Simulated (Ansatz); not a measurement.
A working Ansatz (a program for electronic structure) input for NaVS2 (Pna2_1, 16 atoms in the cell) (DFT, PBEsol, plane waves, default PAW files made with PBE):

Ansatz 0.2 input:
```yaml
crystal:
  lattice:
    - [6.940015, 0.000000, 0.000000]
    - [0.000000, 8.195936, 0.000000]
    - [0.000000, 0.000000, 6.609174]
  atoms:
    - { symbol: Na, position: [0.083000, 0.625000, 0.000000] }
    - { symbol: Na, position: [0.917000, 0.375000, 0.500000] }
    - { symbol: Na, position: [0.583000, 0.875000, 0.000000] }
    - { symbol: Na, position: [0.417000, 0.125000, 0.500000] }
    - { symbol: V, position: [0.078000, 0.125000, 0.000000], spin: 2.0 }
    - { symbol: V, position: [0.922000, 0.875000, 0.500000], spin: 2.0 }
    - { symbol: V, position: [0.578000, 0.375000, 0.000000], spin: 2.0 }
    - { symbol: V, position: [0.422000, 0.625000, 0.500000], spin: 2.0 }
    - { symbol: S, position: [0.068000, 0.112000, 0.365000] }
    - { symbol: S, position: [0.932000, 0.888000, 0.865000] }
    - { symbol: S, position: [0.568000, 0.388000, 0.365000] }
    - { symbol: S, position: [0.432000, 0.612000, 0.865000] }
    - { symbol: S, position: [0.095000, 0.640000, 0.395000] }
    - { symbol: S, position: [0.905000, 0.360000, 0.895000] }
    - { symbol: S, position: [0.595000, 0.860000, 0.395000] }
    - { symbol: S, position: [0.405000, 0.140000, 0.895000] }
kpoints:
  mp_grid: { grid: [3, 2, 3] }
hamiltonian:
  xc: pbesol
  pseudopotentials: { kind: paw }
magnetization:
  spin_polarized: true
scf:
  occupations: { method: cold, width: 0.1 }
output:
  forces: true
  eigenvalues: true
  stress: true
```

The run converged in 15 iterations: free energy E − TS (on the zero of these files) -24535.9800 eV; Fermi level (on the code's own zero) 5.02 eV; pressure -3.26 GPa; largest force (vector length) 1.796 eV/Å; size of the cell's spin moment 8.00 μB. Each of these slips is then made, one at a time:

(1)
```diff
-  mp_grid: { grid: [3, 2, 3] }
+  mp_grid: { grid: [1, 1, 1] }
```

(2)
```diff
-magnetization:
-  spin_polarized: true
```

How does each altered input end?


(1) A single k-point for a small metallic cell. The run converged in 17 iterations without an error; against the sound input the free energy falls by 31.0 meV/atom, the pressure goes from -3.26 to -4.05 GPa, the largest force goes from 1.796 to 2.098 eV/Å and the size of the net moment stays at 0.50 μB/atom.

(2) Moments on atoms without the switch for spin. The program stopped before any SCF iteration, with the message: Error: inconsistent input (magnetization.spin_polarized): false but per-atom `spin:`, `per_species`, `initial_magnetization`, `magnetic_field`, or `spin_locking` is set.

The starting cell was generated: these elements placed on a structure prototype, without a prior relaxation; it need not be a known phase or ordering of this composition. The magnetic order is the one reached from the typed start; others were not searched systematically. In the base run, with a pressure of about -3 GPa the cell is away from its equilibrium volume at this level. In the base run, forces exceed 1 eV/Å. Ansatz's pressure includes its estimate of the finite-basis (Pulay) stress. Without a gap this mesh is coarse (it stands for a supercell whose shortest vector is 16 Å).

Left out of this page: 4 runs of the series outside the window shown, repeating another row's setting, or not comparable.
